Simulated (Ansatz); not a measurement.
**ZrC (Fm-3m): resistivity and electron-phonon coupling**

Consider the following.

```
ZrC
1.0
    0.00000     2.33462     2.33462
    2.33462     0.00000     2.33462
    2.33462     2.33462     0.00000
Zr C
1 1
Direct
  0.00000   0.00000   0.00000
  0.50000   0.50000   0.50000
```

Level of theory: PBEsol, DFPT electron-phonon coupling, linearised Boltzmann equation (plane waves, PAW, scalar-relativistic; Ansatz, a program for electronic structure). Cell: relaxed with this functional, without spin-orbit coupling.

| Property | Value |
|---|---|
| resistivity at 300 K | 16.1 μΩ·cm |
| resistivity at 77 K | 0.64 μΩ·cm |
| electron mean free path at 300 K (weighted by the current that each state carries) | 22 nm |
| Drude plasma energy | 3.2 eV |
| Hall coefficient at 300 K | 45 ×10⁻¹¹ m³/C |

A metal at this level (no band gap). Only scattering by harmonic phonons is included (no impurities, grain boundaries, electron-electron scattering or thermal expansion). Spin-orbit coupling is left out. Halving the electron mesh (32x32x32) moves the resistivity by up to 6 % at 300 K, the mean free path by up to 4 %. Smearing 0.20 eV; phonons on a 5x5x5 q mesh, which this run doesn't test and which matters most at low temperature.
